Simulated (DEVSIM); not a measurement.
# abrupt InP n-p junction

System: abrupt InP n-p junction, at 300 K.

```
layer (left to right)  material  thickness (μm)  Nd (cm⁻³)  Na (cm⁻³)  τn (s)  τp (s)
---------------------  --------  --------------  ---------  ---------  ------  ------
1                           InP            12.0       5e16          -  2.4e-9  2.4e-9
2                           InP            3.90          -       3e14  2.4e-9  2.4e-9
```

Left contact: ohmic. Right contact: ohmic. Voltage is applied to the left contact. Recombination: SRH at mid-gap, Auger. Mobility is constant in doping.

Constants are typed, rounded textbook-type inputs, not results; the design itself was drawn at random and stands for no fabricated device. Values at 300 K.

```
parameter         InP
-------------  ------
gap (eV)        1.344
affinity (eV)    4.38
permittivity     12.5
Nc (cm⁻³)      5.7e17
Nv (cm⁻³)      1.1e19
μn (cm²/Vs)      5200
μp (cm²/Vs)       170
Cn (cm⁶/s)      9e-31
Cp (cm⁶/s)      9e-31
```

DEVSIM, 1D drift-diffusion, Boltzmann statistics, complete ionisation; no tunnelling, impact ionisation, image-force lowering or self-heating.

The potential step across the device at zero bias is 1.009 V. The largest field in the device at zero bias is 14000 V/cm. The dark forward voltage at 1 A/cm² is 0.799 V and the dark forward voltage at 100 A/cm² comes out as 1.023 V.

Dark reverse current:

```csv
V (V),J (A/cm²)
0.20,1.5e-8
0.50,3.1e-8
1.00,5.2e-8
1.50,7.0e-8
2.00,8.5e-8
3.00,1.1e-7
4.00,1.3e-7
5.00,1.3e-7
6.50,1.4e-7
8.00,1.5e-7
10.00,1.5e-7
```

Small-signal capacitance in reverse bias (quasi-static):

```csv
V (V),C (nF/cm²)
0.2,4.85
0.5,4.30
1,3.70
1.5,3.30
2,3.03
3,2.84
4,2.82
5,2.82
6.5,2.81
8,2.81
10,2.80
```
